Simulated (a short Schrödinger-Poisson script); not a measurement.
**Gated In0.52Al0.48As/In0.53Ga0.47As δ-doped gas in a quantum well**

System: gated In0.52Al0.48As/In0.53Ga0.47As δ-doped gas in a quantum well, at 300 K.

| layer | material | thickness (nm) | Na (cm⁻³) |
|---|---|---|---|
| 1 | In0.52Al0.48As | 10 | - |
| 2 | In0.52Al0.48As | 40 | - |
| 3 | In0.53Ga0.47As | 8 | - |
| 4 | In0.52Al0.48As | 4000 | 1e14 |

Constants are typed, rounded textbook-type inputs, not results; the design itself was drawn at random and stands for no fabricated device. In0.52Al0.48As: permittivity 12.5, conduction-band edge (eV) 0.52, gap (eV) 1.45, electron mass (mₑ) 0.075, Nv at 300 K (cm⁻³) 1.1e19. In0.53Ga0.47As: permittivity 13.9, conduction-band edge (eV) 0, gap (eV) 0.74, Nv at 300 K (cm⁻³) 7.7e18.

Channel valleys (confinement mass, in-plane density-of-states mass, number): Γ 0.041, 0.041, 1. At the gate the conduction-band edge of layer 1 lies 0.65 eV − eVg above the Fermi level of the channel; the field vanishes at the back. Sheet of ionised δ-doping: +1.2e12 e/cm² at 10 nm from the gate. The barrier under the gate holds no holes. Gaps are held at their typed values at every temperature. Mesh 0.08 nm at interfaces.

From a short Schrödinger-Poisson script (our own, NumPy): 1D Poisson equation in equilibrium, electrons quantum, Hartree plus LDA exchange-correlation (BenDaniel-Duke, 40 states a valley, the channel's in-plane mass for all, wave functions free to enter the barrier), parabolic valleys, classical holes, full ionisation, no traps, pinning or gate leakage.

| Vg (V) | electrons (cm⁻²) | in the channel layer | C (μF/cm²) | Γ E0 (meV) | Γ E1 (meV) |
|---|---|---|---|---|---|
| 0.4 | 4.57e11 | 4.39e11 | 0.193 | -15.2 | 179.7 |
| 0.35 | 3.97e11 | 3.82e11 | 0.189 | -9.6 | 197.1 |
| 0.3 | 3.39e11 | 3.26e11 | 0.187 | -3.6 | 203.3 |
| 0.25 | 2.81e11 | 2.71e11 | 0.184 | 3.1 | 210.2 |
| 0.2 | 2.25e11 | 2.16e11 | 0.179 | 10.7 | 218.0 |
| 0.15 | 1.70e11 | 1.64e11 | 0.173 | 19.7 | 227.1 |
| 0.1 | 1.18e11 | 1.13e11 | 0.162 | 30.7 | 238.3 |
| 0.05 | 7.04e10 | 6.78e10 | 0.142 | 45.5 | 253.1 |
| 0 | 3.19e10 | 3.07e10 | 0.104 | 67.1 | 274.7 |
| -0.05 | 9.01e9 | 8.67e9 | 0.0479 | 100.4 | 308.0 |
| -0.1 | 1.61e9 | 1.55e9 | 0.0135 | 145.2 | 352.6 |
| -0.15 | 2.45e8 | 2.36e8 | 0.00571 | 193.9 | 401.2 |
| -0.2 | 3.65e7 | 3.51e7 | 0.00467 | 243.1 | 450.4 |
| -0.25 | 5.46e6 | 5.25e6 | 0.00475 | 292.2 | 499.5 |

Gate voltages with under 1e6 electrons/cm² are left out.

Subbands count from the Fermi level.
